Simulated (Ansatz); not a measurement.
Start from GaN in the wurtzite structure (space group P6_3mc, No. 186; a = 3.152 Å, c = 5.138 Å). Axes: x lies along a and z along c of the hexagonal cell.

Calculations: LDA in Ansatz (plane waves to 420 eV, PAW, no spin-orbit coupling).

Base values:

```
Property           Result
---------------  --------
Volume per atom  11.05 Å³
```

Now apply this change: biaxial strain +2.40 %, plane normal [001], relaxed out of plane (Cartesian); in-plane vectors clamped, the third vector and the atoms free.

Task: What happens to the volume per atom?

Result: The volume per atom rises by 0.40 Å³, from 11.05 Å³ to 11.45 Å³.

Stability against distortions was not tested.

Ansatz is a program for electronic structure.
